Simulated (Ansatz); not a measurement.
Take Nb in the bcc (W type) structure (space group Im-3m, No. 229; relaxed with 0.1 eV smearing) as the base.

```
CELL_PARAMETERS angstrom
     -1.63645     1.63645     1.63645
      1.63645    -1.63645     1.63645
      1.63645     1.63645    -1.63645
ATOMIC_POSITIONS crystal
  Nb 0.00000 0.00000 0.00000
```

Cartesian axes are those of the cell as printed.

The values are results of PBEsol (Ansatz, a program for electronic structure), no spin-orbit coupling, earlier PAW set, not measurements.

Modification: every lattice vector is stretched by 1.26 %; the atoms relax in the strained cell.

Task: Predict the stress tensor and what it implies for the stiffness.

Result: Stress of the strained cell less that of the base (GPa, compression positive):
```
   -6.3     0.0     0.0
    0.0    -6.3     0.0
    0.0     0.0    -6.3
```

Then B = −ΔP/(ΔV/V₀) with ΔV/V₀ = 0.0383 gives secant stiffness values (nonlinear terms included at this strain): B ≈ 166 GPa.

As a check, the harmonic strain energy −½ V₀ Δσ:ε is 13 meV/atom; the computed energy rise is 14 meV/atom.

No phonon test of stability was made. All final runs are without spin polarisation.
